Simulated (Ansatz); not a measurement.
Base system: Al₂O₃ in the corundum structure (space group R-3c, No. 167; a = 4.759 Å, c = 12.995 Å (hexagonal axes)). Axes: x lies along a and z along c of the hexagonal cell.

Computed with plane-wave PAW DFT at the r2SCAN level (Ansatz, a quantum-chemistry and plane-wave program, 500 eV), no spin-orbit coupling.

Base values:

The band gap is 7.14 eV. The valence-band top at Γ comes out as 0.00, -0.05, -0.05 eV.

Perturbation: tensile biaxial strain of 1.36 % in the plane normal to [001], as in epitaxy on a mismatched substrate; the out-of-plane cell vector and the atoms relax.

**Question.** How does this affect the energy relative to the base?

**Answer.** The energy grows by 5.8 meV/atom.

**Question.** How does this affect the ratio −ε⊥/ε∥?

**Answer.** The ratio −ε⊥/ε∥ comes out as 0.47.

**Question.** Predict the new band gap.

**Answer.** The band gap shrinks by 0.433 eV to 6.70 eV.

**Question.** What happens to the valence-band top at Γ?

**Answer.** The valence-band top at Γ (three highest levels, from the VBM) becomes 0.00, -0.21, -0.21 eV (base: 0.00, -0.05, -0.05 eV).

Gaps are read on the SCF mesh and a high-symmetry path. Whether these cells are dynamically stable was not tested.
